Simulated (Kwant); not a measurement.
Kwant, Hückel tight-binding model, one pz orbital an atom, one spin, coherent transport at 0 K. Conductance is in e²/h.

System: π system c1cc2sccc2s1 between two chain leads. The π system is taken as planar. Atoms are numbered from 0 in the order of the SMILES. Site energies (eV, carbon 0): [0.0, 0.0, 0.0, -2.97, 0.0, 0.0, 0.0, -2.97]. Bonds (i, j, β in eV): (0,1,-2.7) (1,2,-2.7) (2,3,-1.89) (3,4,-1.89) (4,5,-2.7) (5,6,-2.7) (6,7,-1.89) (7,0,-1.89) (6,2,-2.7). Leads: chains of hopping −4.1 eV, joined by −0.81 eV to atoms 0 and 5.

Site energies and bond integrals are typed Hückel values.

Sweep values stay those of the base run.

One input was changed, with this effect: transmission at E = 0 0.00036 → 0.00029.

**Question.** Which change was it?
A) contacts moved from atoms [0, 5] to [0, 1]
B) contacts moved from atoms [0, 5] to [1, 5]
C) contacts moved from atoms [0, 5] to [0, 4]

**Answer.** B, contacts moved from atoms [0, 5] to [1, 5]
